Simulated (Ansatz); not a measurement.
Al2O (model structure, Fm-3m, No. 225, 3 atoms in the cell) was calculated with LDA (plane waves, PAW; Ansatz, a program for electronic structure).

Run with plane-wave cutoff 520 eV, 18×18×18 k mesh, Fermi–Dirac smearing 0.05 eV, scalar-relativistic PAW data made under PBE.

Cell (relaxed at this level):

Space group Fm-3m (No. 225); a = 5.575 Å, b = 5.575 Å, c = 5.575 Å, α = 90.00°, β = 90.00°, γ = 90.00°

| atom | site | symmetry | x | y | z |
|---|---|---|---|---|---|
| Al | 8c | -43m | 0.2500 | 0.2500 | 0.2500 |
| O | 4a | m-3m | 0.0000 | 0.0000 | 0.0000 |
(The calculation used a cell of 3 atoms; values per cell refer to that cell.)

Problem. Estimate the bulk modulus that the calculation returns.

Solution. 
bulk modulus: 69.0 GPa

The run finds no gap.

Note: the bulk modulus is −V dP/dV from two relaxed cells at ±2 % in volume; the relaxation could raise the start's symmetry but not lower it, so the cell can be a saddle point.

Static lattice: no zero-point or thermal effects.

Computing time: very roughly 20 core-seconds.

A model structure was made by putting elements into a prototype or built by hand; it is no filed structure, need not be a known phase, and can be a saddle point held by its symmetry.
